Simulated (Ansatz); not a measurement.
**ZnS in the zinc blende structure (space group F-43m, No. 216)**

```cif
data_SZn
_chemical_formula_sum 'S1 Zn1'
_space_group_name_H-M_alt 'P 1'
_space_group_IT_number 1
_cell_length_a 3.81159
_cell_length_b 3.81159
_cell_length_c 3.81159
_cell_angle_alpha 60.000
_cell_angle_beta 60.000
_cell_angle_gamma 60.000
loop_
_space_group_symop_operation_xyz
  'x, y, z'
loop_
_atom_site_label
_atom_site_type_symbol
_atom_site_fract_x
_atom_site_fract_y
_atom_site_fract_z
_atom_site_occupancy
S1 S 0.75000 0.75000 0.75000 1
Zn1 Zn 0.00000 0.00000 0.00000 1
```

The values are results of Ansatz (a program for electronic structure) r2SCAN, spin-orbit coupling left out, earlier PAW set, not measurements. Settings: 11×11×11 k-points, 0.05 eV Fermi–Dirac smearing.

```yaml
volume_per_atom: 19.58 Å³
density: 4.13 g/cm³
band_gap: 2.70 eV, direct at Γ
electron_mass: 0.19 mₑ
Hole mass (degenerate bands, along [100]): 0.21, 0.68, 0.68 mₑ
Lowest conduction-band minima above the VBM: Γ 2.70 eV; X along ⟨100⟩ 3.71 eV; L along ⟨111⟩ 3.82 eV
total_energy: -2116.726 eV/atom (σ→0; compares only within this code and set-up)
```

Masses are band curvatures over ±0.01 Å⁻¹ around the edge. Gaps are read on the SCF mesh and a high-symmetry path. No phonon test of stability was made.
